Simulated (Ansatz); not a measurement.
## RhPtN2 (model structure, started from the PtCoO2 type, R-3m, No. 166, 4 atoms in the cell): bulk modulus by level of theory

No measured value is used here.

| level (code) | value (GPa) | cell (Å³/atom) |
|---|---|---|
| LDA (Ansatz) | 258 | 10.96 |
| PBE (Ansatz) | 213 | 11.65 |
| PBEsol (Ansatz) | 241 | 11.19 |
| r²SCAN (Ansatz) | 235 | 11.43 |

The crystal itself was run without spin with LDA, PBE, PBEsol, r²SCAN; a magnetic state was not tried in these runs. Density-functional levels without +SOC have no spin–orbit coupling. LDA, PBE, PBEsol, r²SCAN: the run has no spin polarisation, so it can have missed a magnetic state. LDA, PBE, PBEsol, r²SCAN: the bulk modulus is −V dP/dV from two relaxed cells at ±2 % in volume. Each level is taken at its own relaxed cell. Cutoffs differ between the levels. Ansatz's density-functional and Hartree–Fock values are scalar-relativistic unless marked +SOC, with PAW data made under PBE.

A model structure was made by putting elements into a prototype or built by hand; it is no filed structure, need not be a known phase, and can be a saddle point held by its symmetry.

Ansatz is a first-principles code.
